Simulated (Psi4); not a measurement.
Psi4 1.11, B3LYP/def2-svpd: Bi(Br)2(TeH) ([Br][Bi]([Br])[TeH]), 5 atoms. The geometry is a generated start, not checked to be a minimum at this level.

```yaml
task: energy
method: b3lyp
basis: def2-svpd
memory: 3 GB
maxiter: 100
keys_of_the_molecule_block: symmetry c1
scf_type: df (default)
e_convergence: 1e-06 (default)
d_convergence: 1e-06 (default)
dft_radial_points: 75 (default)
dft_spherical_points: 302 (default)
effective_core_potentials: those of the basis set, past Kr
basis_functions: 157
grid_points: 109485
```

```xyz
5

Bi    -0.5887     0.3405     0.8985
Br    -2.5868    -0.6273    -0.4989
Br    -0.4010     2.5567    -0.5151
Te     1.2963    -1.0520    -0.6000
H      2.2802    -1.2179     0.7155
```

With the defaults (diis = true, scf_initial_accelerator = adiis, damping_percentage = 0, diis_start = 1, diis_max_vecs = 10, guess = auto, which took SAD, soscf = false, soscf_start_convergence = 0.01, level_shift = 0, level_shift_cutoff = 0.01) it converges in 12 SCF iterations. One run each on 2 threads, with these changes:
- diis_max_vecs = 6
- diis_start = 4
- level_shift = 0.1, level_shift_cutoff = 0.001
- diis = false, scf_initial_accelerator = none, damping_percentage = 60
- guess = huckel
- scf_initial_accelerator = none
- soscf = true, soscf_start_convergence = 0.1
- soscf = true
- guess = sap

**Question.** Which of these changes keep the SCF from converging, or lead it to another solution?

**Answer.** No convergence: diis = false, scf_initial_accelerator = none, damping_percentage = 60 (the run ends without SCF convergence in 100 iterations). The rest reach the solution of the defaults.

```
setting                                                                SCF iterations  JK calls             end
---------------------------------------------------------------------  --------------  --------  --------------
soscf = true, soscf_start_convergence = 0.1                                         9        35   same solution
soscf = true                                                                        9        30   same solution
level_shift = 0.1, level_shift_cutoff = 0.001                                      11        12   same solution
the defaults                                                                       12        13   same solution
scf_initial_accelerator = none                                                     12        13   same solution
diis_max_vecs = 6                                                                  12        13   same solution
guess = huckel                                                                     12        38   same solution
guess = sap                                                                        14        14   same solution
diis_start = 4                                                                     18        19   same solution
diis = false, scf_initial_accelerator = none, damping_percentage = 60             100       101  no convergence
```

An SOSCF iteration holds several JK calls; a Hückel guess adds calls on atoms.
